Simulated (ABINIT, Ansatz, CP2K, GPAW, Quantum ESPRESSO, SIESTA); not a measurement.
## Code comparison for TaAs (I4_1md, 4 atoms in the cell)

Self-consistent single point.

```
CELL_PARAMETERS angstrom
     -1.69599     1.69599     5.77992
      1.69599    -1.69599     5.77992
      1.69599     1.69599    -5.77992
ATOMIC_POSITIONS crystal
  Ta 0.49997 0.99997 0.50000
  Ta 0.74997 0.74997 0.00000
  As 0.08263 0.58263 0.50000
  As 0.33263 0.33263 0.00000
```

Shared settings, as Ansatz (a program for electronic structure) writes them: kpoints.mp_grid.grid = 8 8 8; scf.occupations.method = gaussian; scf.occupations.width = 0.0073 Ry. Potentials and cutoffs stand in the table.

```json
[
 {"code": "GPAW", "model": "LDA (Perdew-Wang 92), GPAW PAW datasets LDA (gpaw-data 1.0.1)", "pressure (GPa)": "1.36", "largest force (eV/Å)": "0.039", "cutoff": "550 eV"},
 {"code": "ABINIT", "model": "LDA (PW92), PAW (JTH v2.0 LDA PAW)", "pressure (GPa)": "0.64", "largest force (eV/Å)": "0.041", "cutoff": "20 Ha"},
 {"code": "SIESTA", "model": "LDA PW92, numerical atomic orbitals DZP, PseudoDojo LDA standard norm-conserving potentials (rewritten from UPF to PSML)", "pressure (GPa)": "3.45", "largest force (eV/Å)": "0.114", "cutoff": "grid 300 Ry"},
 {"code": "CP2K", "model": "LDA (Pade form), GPW, DZVP-MOLOPT-SR-GTH basis, GTH-PADE potentials (GTH_POTENTIALS)", "pressure (GPa)": "-11.78", "largest force (eV/Å)": "0.108", "cutoff": "grid 500 Ry"},
 {"code": "Quantum ESPRESSO", "model": "LDA (PZ), PSlibrary PAW (LDA) pseudopotentials", "pressure (GPa)": "1.02", "largest force (eV/Å)": "0.034", "cutoff": "50 Ry"},
 {"code": "Ansatz", "model": "LDA (PW92), PAW files made with PBE", "pressure (GPa)": "0.94", "largest force (eV/Å)": "0.042", "cutoff": "default"}
]
```

On Ansatz's run: spin-orbit coupling is off. Spin polarisation is off.

The spread over the programs that give each value: pressure within 15.23 GPa; largest force within 0.080 eV/Å.

SIESTA and CP2K use small atom-centred bases, whose incompleteness enters pressures, forces and empty levels differently from a plane-wave cutoff. Ansatz's pressure is given at a fixed set of plane waves, as the other plane-wave codes print theirs; with its correction for the finite basis it is 0.97 GPa. The same LDA comes in different parametrisations, which differ slightly. In the pressure, SIESTA (by 2.47) and CP2K (by 12.75) lie more than 1 GPa from the median of the plane-wave programs.

The starting cell comes from a database of computed structures (which also holds hypothetical and non-ambient phases and stackings), without a prior relaxation at this level. Its lattice was rescaled by a random factor within 2.5 % of one.

Left out of this page: Elk (not drawn, or without a comparable value); FLEUR (with a known weakness of the program).

Keys are those of Ansatz 0.2.
